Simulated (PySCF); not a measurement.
PySCF 2.14.0, PBE/def2-svp, df: diboron tetrafluoride (FB(F)B(F)F), 6 atoms. The geometry is a generated start, not checked to be a minimum at this level.

```
Property                      Result
-------------------  ---------------
task                          energy
method                           pbe
basis                       def2-svp
two-electron scheme  density fitting
mol.max_memory               3000 MB
mf.max_cycle                     100
mf.conv_tol          1e-09 (default)
mf.grids.level           3 (default)
basis functions                   84
grid points                    85144
```

```xyz
6

F     -1.5567    -1.0398     0.4826
B     -0.8570    -0.0575    -0.0416
F     -1.6134     0.8357    -0.6417
B      0.8566     0.0545     0.0437
F      1.6746    -0.8307    -0.4848
F      1.4959     1.0378     0.6418
```

With the defaults (mf.DIIS = CDIIS, mf.diis = true, mf.diis_space = 8, mf.level_shift = 0, mf.damp = 0, mf.diis_start_cycle = 1, mf.init_guess = minao) it converges in 12 Fock builds. One run each on 2 threads, 1 BLAS thread, with these changes:
- mf.init_guess = 1e
- mf.diis = false, mf.damp = 0.7, mf.diis_start_cycle = 999
- mf.diis = false
- mf.diis_space = 3
- mf.DIIS = ADIIS
- mf.damp = 0.7, mf.diis_start_cycle = 8
- mf.level_shift = 0.1 Hartree
- mf.DIIS = EDIIS
- mf.damp = 0.3, mf.diis_start_cycle = 4

Q: Name the settings that don't reach the solution of the defaults.

A: No convergence: mf.DIIS = EDIIS; mf.diis = false (the run ends without SCF convergence in 100 cycles). The rest reach the solution of the defaults.

```tsv
setting	Fock builds	end
the defaults	12	same solution
mf.level_shift = 0.1 Hartree	12	same solution
mf.damp = 0.7, mf.diis_start_cycle = 8	14	same solution
mf.diis_space = 3	15	same solution
mf.damp = 0.3, mf.diis_start_cycle = 4	15	same solution
mf.init_guess = 1e	17	same solution
mf.DIIS = ADIIS	21	same solution
mf.diis = false, mf.damp = 0.7, mf.diis_start_cycle = 999	24	same solution
mf.DIIS = EDIIS	101	no convergence
mf.diis = false	101	no convergence
```
